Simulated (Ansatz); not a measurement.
Input and output of a self-consistent single point for LuTl (P4mm, 2 atoms in the cell) (Ansatz, a first-principles code).

Computed with LDA (PW92), default PAW files made with PBE (plane waves; Ansatz).

The change in words: lattice scaled by 0.98; kpoints.mp_grid.grid: 9 9 9 → 30 30 27. Reference geometry:
```yaml
crystal:
  lattice:
    - [3.57690, 0.00000, 0.00000]
    - [0.00000, 3.57690, 0.00000]
    - [0.00000, 0.00000, 3.92180]
  atoms:
    - { symbol: Lu, position: [0.00000, 0.00000, 0.01275] }
    - { symbol: Tl, position: [0.50000, 0.50000, 0.50000] }
```

Reference input (self-consistent single point, DFT, LDA (PW92), plane waves, default PAW files made with PBE): basis.ecutwfc = 420 eV; kpoints.mp_grid.grid = 9 9 9; hamiltonian.xc = lda; hamiltonian.pseudopotentials = {kind: paw} (the program's default PAW files); scf.occupations.method = fermi_dirac; scf.occupations.width = 0.1 eV. This run's input differs from it in these lines:

Ansatz 0.2 input:
```diff
@@ -2,5 +2,5 @@
   lattice:
-    - [3.576896, 0.000000, 0.000000]
-    - [0.000000, 3.576896, 0.000000]
-    - [0.000000, 0.000000, 3.921802]
+    - [3.505358, 0.000000, 0.000000]
+    - [0.000000, 3.505358, 0.000000]
+    - [0.000000, 0.000000, 3.843366]
   atoms:
@@ -11,3 +11,3 @@
 kpoints:
-  mp_grid: { grid: [9, 9, 9] }
+  mp_grid: { grid: [30, 30, 27] }
 hamiltonian:
```

Output (repeated stretches shortened):

```
SCF iter   1: F=—  HF=-25640.303957 eV  |F-HF|=—  |Δ(HF+E_count)|=         —  Δρ=5.07e-3  dr2=1.11e-2  ethr=1.77e-3  ⟨swp⟩=5.4  Hψ=225791  notcnv=0
all-band conjugate gradients solve this SCF's bands
preconditioner: auto → Kerker (q_TF=auto, 2.631 Å⁻¹)
SCF iter   2: F=—  HF=-25640.298982 eV  |F-HF|=—  |Δ(HF+E_count)|=   4.98e-3  Δρ=2.86e-3  dr2=3.57e-3  ethr=2.93e-5  ⟨swp⟩=2.1  Hψ=96770  notcnv=0
   [... lines left out ...]
SCF iter   5: F=—  HF=-25640.298091 eV  |F-HF|=—  |Δ(HF+E_count)|=   4.23e-5  Δρ=1.78e-4  dr2=1.42e-5  ethr=6.68e-7  ⟨swp⟩=2.0  Hψ=78460  notcnv=0
SCF iter   6: F=—  HF=-25640.298082 eV  |F-HF|=—  |Δ(HF+E_count)|=   9.02e-6  Δρ=4.69e-5  dr2=1.26e-6  ethr=3.73e-8  ⟨swp⟩=2.5  Hψ=95841  notcnv=0
SCF iter   7: F=—  HF=-25640.298082 eV  |F-HF|=—  |Δ(HF+E_count)|=   1.68e-7  Δρ=1.58e-5  dr2=1.39e-7  ethr=3.32e-9  ⟨swp⟩=2.0  Hψ=78349  notcnv=0
SCF iter   8: F=-25640.298082 eV  HF=-25640.298082 eV  |F-HF|=4.87e-9  |Δ(HF+E_count)|=   4.72e-8  Δρ=3.67e-6  dr2=7.31e-9  ethr=2.63e-10  ⟨swp⟩=8.2  Hψ=281675  notcnv=0
SCF 1 converged in 8 iterations: F = -25640.298082 eV  dr2 = 7.31e-9
Free energy (F): -25640.298082 eV
Internal energy: -25640.249467 eV  (E = F + TS)
E sigma→0 (E₀):  -25640.273774 eV
Entropy (-TS):   -0.048614 eV (-24.307 meV/atom)
Fermi energy:    15.288007 eV
--- Forces (eV/Å), atoms counted from 1 ---
  atom   1  Lu    -0.00000000     0.00000000    -0.16020419
  atom   2  Tl     0.00000000     0.00000000     0.16020864
--- Stress (GPa, compression-positive) ---
        0.245608       0.000000      -0.000000
        0.000000       0.245608       0.000000
       -0.000000       0.000000       0.778163
  P = ⅓ Tr σ = 0.4231 GPa (4.231 kbar)
  The stress holds the Pulay correction. Without it, at fixed plane waves, as pw.x and ABINIT print it: P = 0.3714 GPa
```

The run converged in 8 iterations. Against the reference run the free energy drops by 14.1 meV/atom, the pressure goes from -3.38 to 0.42 GPa and the largest force goes from 0.131 to 0.160 eV/Å.

The starting cell comes from a database of computed structures (which also holds hypothetical and non-ambient phases and stackings), without a prior relaxation at this level. Its lattice was rescaled by up to half a per cent. One atom was moved a little off its site on purpose. For this run, on top of that: lattice scaled by 0.98. Ansatz's pressure includes its estimate of the finite-basis (Pulay) stress.

Cost on one core of a shared machine: roughly 2 min.
